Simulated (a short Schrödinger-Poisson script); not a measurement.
**MOS inversion layer, SiO2 on p-type Ge(111)**

System: MOS inversion layer, SiO2 on p-type Ge(111), at 300 K.

```csv
layer,material,thickness (nm),Na (cm⁻³)
1,SiO2,0.8,-
2,Ge,690,9e16
```

Constants are typed, rounded textbook-type inputs, not results; the design itself was drawn at random and stands for no fabricated device. SiO2: permittivity 3.9, conduction-band edge (eV) 3.1, gap (eV) 9, electron mass (mₑ) 0.5. Ge: permittivity 16, conduction-band edge (eV) 0, gap (eV) 0.664, Nv at 300 K (cm⁻³) 6e18.

Channel valleys (confinement mass, in-plane density-of-states mass, number): L1 1.59, 0.08, 1; L3 0.09, 0.34, 3. At the gate the conduction-band edge of layer 1 lies 3.24 eV − eVg above the Fermi level of the channel; the field vanishes at the back. Gaps are held at their typed values at every temperature. Mesh 0.03 nm at interfaces.

Solved with a short Schrödinger-Poisson script written for these runs: 1D Poisson equation in equilibrium, electrons quantum, Hartree (BenDaniel-Duke, 12 states a valley, the channel's in-plane mass for all, wave functions ending at the dielectric), parabolic valleys, classical holes, full ionisation, no traps, pinning or gate leakage.

| Vg (V) | electrons (cm⁻²) | C (μF/cm²) | L1 E0 (meV) | L1 E1 (meV) | L3 E0 (meV) | L3 E1 (meV) |
|---|---|---|---|---|---|---|
| -0.1 | 6.96e7 | 0.188 | 289.3 | 307.7 | 328.2 | 373.0 |
| 0 | 2.12e9 | 0.172 | 196.2 | 216.8 | 239.8 | 290.5 |
| 0.1 | 6.07e10 | 0.422 | 105.2 | 128.1 | 153.6 | 209.4 |
| 0.2 | 5.87e11 | 1.45 | 37.8 | 66.7 | 97.0 | 158.5 |
| 0.3 | 1.70e12 | 2.07 | -2.3 | 35.5 | 72.3 | 139.2 |
| 0.4 | 3.08e12 | 2.36 | -31.7 | 15.3 | 58.6 | 130.1 |
| 0.5 | 4.60e12 | 2.51 | -56.7 | -0.7 | 48.9 | 124.6 |
| 0.6 | 6.20e12 | 2.61 | -79.6 | -14.7 | 41.1 | 120.8 |
| 0.7 | 7.85e12 | 2.68 | -101.2 | -27.4 | 34.5 | 117.9 |
| 0.8 | 9.54e12 | 2.74 | -121.9 | -39.4 | 28.7 | 115.8 |
| 0.9 | 1.13e13 | 2.78 | -141.9 | -50.8 | 23.5 | 114.1 |

Subbands count from the Fermi level.

Only the L valleys are kept; under strong confinement the Δ valleys of Ge fill too.
